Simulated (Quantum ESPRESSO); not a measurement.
Short convergence ladders for LuBi (I4mm, 2 atoms in the cell)

```xyz
2
Lattice="0.0000 3.1175 3.1175 3.1175 0.0000 3.1175 3.1175 3.1175 0.0000" Properties=species:S:1:pos:R:3 pbc="T T T"
Lu     3.1175     3.1175     3.1675
Bi     0.0000     0.0000     0.0000
```

Base method: LDA (PZ), PSlibrary ultrasoft (LDA) pseudopotentials (plane waves; Quantum ESPRESSO).

Base settings: ecutwfc = 50 Ry; ecutrho = 500 Ry; occupations = smearing; smearing = fermi-dirac; degauss = 0.0073499 Ry; potentials = {Lu: Lu.pz-spdn-rrkjus_psl.1.0.0.UPF, Bi: Bi.pz-dn-rrkjus_psl.1.0.0.UPF}; K_POINTS = automatic 4 4 4 0 0 0; conv_thr = 1e-09 Ry.

The count of work is k-points × plane waves × bands × iterations; it is no time. Core times come from one kind of shared machine, to one figure; runs under 30 s give none.

**The k-point mesh**

Only quantities that move along the ladder and can be compared are tabulated.

```tsv
K_POINTS	free energy less the last step's (meV/atom)	pressure (GPa)	largest difference of a force vector from the last step's (eV/Å)	count of work / last
automatic 2 2 2 0 0 0	628.11	-6.61	0.187	0.018
automatic 3 3 3 0 0 0	121.09	-5.59	0.000	0.024
automatic 4 4 4 0 0 0	29.78	-5.50	0.003	0.059
automatic 5 5 5 0 0 0	10.88	-5.41	0.004	0.081
automatic 7 7 7 0 0 0	2.22	-5.41	0.001	0.18
automatic 9 9 9 0 0 0	0.18	-5.43	0.003	0.38
automatic 11 11 11 0 0 0	-0.30	-5.43	0.002	0.64
automatic 13 13 13 0 0 0	0.00	-5.41	0.000	1.0
```

Coarsest K_POINTS that holds the pressure within 0.1 GPa of the last step, with all finer ones: automatic 4 4 4 0 0 0, at 0.059 of the last step's count of work; the step before is off by 0.17 GPa.

Coarsest K_POINTS that holds the forces within 0.02 eV/Å of the last step, with all finer ones: automatic 3 3 3 0 0 0, at 0.024 of the last step's count of work; the step before is off by 0.19 eV/Å.

Coarsest K_POINTS that holds the free energy within 1 meV/atom of the last step, with all finer ones: automatic 9 9 9 0 0 0, at 0.38 of the last step's count of work; the step before is off by 2.2 meV/atom.

**The k-point mesh at a smearing width of 0.05 eV**

In this ladder: degauss = 0.0036749 Ry.

The second cell is the first with its lattice scaled by 0.98.

Only quantities that move along the ladder and can be compared are tabulated.

| K_POINTS | free energy less the last step's (meV/atom) | energy of the compressed cell less the first (meV/atom) | pressure (GPa) | largest difference of a force vector from the last step's (eV/Å) | count of work / last |
|---|---|---|---|---|---|
| automatic 3 3 3 0 0 0 | 126.71 | -40.89 | -5.59 | 0.004 | 0.0097 |
| automatic 4 4 4 0 0 0 | 28.41 | -40.03 | -5.50 | 0.005 | 0.024 |
| automatic 5 5 5 0 0 0 | 11.27 | -38.82 | -5.37 | 0.015 | 0.033 |
| automatic 7 7 7 0 0 0 | 2.32 | -39.10 | -5.38 | 0.003 | 0.074 |
| automatic 10 10 10 0 0 0 | -0.09 | -40.04 | -5.44 | 0.004 | 0.21 |
| automatic 12 12 12 0 0 0 | -0.71 | -39.59 | -5.42 | 0.000 | 0.34 |
| automatic 18 18 18 0 0 0 | 0.00 | -39.73 | -5.42 | 0.000 | 1.0 |

Coarsest K_POINTS that holds the forces within 0.01 eV/Å of the last step, with all finer ones: automatic 7 7 7 0 0 0, at 0.074 of the last step's count of work; the step before is off by 0.015 eV/Å.

Coarsest K_POINTS that holds the free energy within 2 meV/atom of the last step, with all finer ones: automatic 10 10 10 0 0 0, at 0.21 of the last step's count of work; the step before is off by 2.3 meV/atom.

Coarsest K_POINTS that holds the pressure within 0.1 GPa of the last step, with all finer ones: automatic 4 4 4 0 0 0, at 0.024 of the last step's count of work; the step before is off by 0.17 GPa.

The energy difference between the two cells stays within 1 meV/atom of the last step's from automatic 4 4 4 0 0 0 on, the total only from automatic 10 10 10 0 0 0 on: much of the error is common to both cells and cancels.

**The mesh under tetrahedron occupations**

In this ladder: occupations = tetrahedra_opt; smearing = default; degauss = default.

Only quantities that move along the ladder and can be compared are tabulated.

| K_POINTS | free energy less the last step's (meV/atom) | pressure (GPa) | largest difference of a force vector from the last step's (eV/Å) | count of work / last | core time / last (rough) |
|---|---|---|---|---|---|
| automatic 4 4 4 0 0 0 | 71.09 | -4.90 | 0.152 | 0.029 | – |
| automatic 5 5 5 0 0 0 | 28.40 | -5.17 | 0.063 | 0.039 | – |
| automatic 6 6 6 0 0 0 | 13.35 | -5.28 | 0.030 | 0.074 | 0.1 |
| automatic 9 9 9 0 0 0 | 2.07 | -5.38 | 0.005 | 0.19 | 0.3 |
| automatic 14 14 14 0 0 0 | 0.16 | -5.41 | 0.000 | 0.60 | 0.7 |
| automatic 17 17 17 0 0 0 | 0.00 | -5.41 | 0.000 | 1.0 | 1 |

Coarsest K_POINTS that holds the forces within 0.01 eV/Å of the last step, with all finer ones: automatic 9 9 9 0 0 0, at 0.19 of the last step's count of work and about 0.3 of the last step's time; the step before is off by 0.030 eV/Å.

Coarsest K_POINTS that holds the pressure within 0.1 GPa of the last step, with all finer ones: automatic 9 9 9 0 0 0, at 0.19 of the last step's count of work and about 0.3 of the last step's time; the step before is off by 0.13 GPa.

Coarsest K_POINTS that holds the free energy within 1 meV/atom of the last step, with all finer ones: automatic 14 14 14 0 0 0; the step before is off by 2.1 meV/atom.

On the base run: the starting cell comes from a database of computed structures (which also holds hypothetical and non-ambient phases and stackings), without a prior relaxation at this level. Its lattice was rescaled by up to half a per cent. One atom was moved a little off its site on purpose. In the base run, with a pressure of about -5 GPa the cell is away from its equilibrium volume at this level. Without a gap this mesh is coarse (it stands for a supercell whose shortest vector is 18 Å).
